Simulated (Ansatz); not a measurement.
AlB2-type ZrB₂ was calculated with LC-ωPBE in Ansatz (PAW).

Run with plane-wave cutoff 460 eV, 12×12×8 k mesh (along the axes of the cell as run), Fermi–Dirac smearing 0.05 eV, scalar-relativistic PAW data made under PBE.

Computed at the level's own relaxed cell.

### Question
Estimate the lattice parameter a and c axis length that the calculation returns.

### Answer

- lattice parameter a = 3.145 Å
- c axis length = 3.496 Å

Measured, for comparison: lattice constant a 3.17 Å, lattice parameter c 3.532 Å (room temperature, no zero-point or thermal correction; as tabulated in Zhang et al. (2020), arXiv:1911.03307). Computed (rounded) less measured: lattice constant a -0.8 %, lattice parameter c -1.0 %. A static lattice is as a rule a little smaller and stiffer than an uncorrected measurement, which narrows the difference in the lattice constant a, lattice parameter c and would widen misses of the other sign.

Computed values are for the static lattice.

Computing time: roughly 40 core-minutes.

Ansatz is a first-principles code.
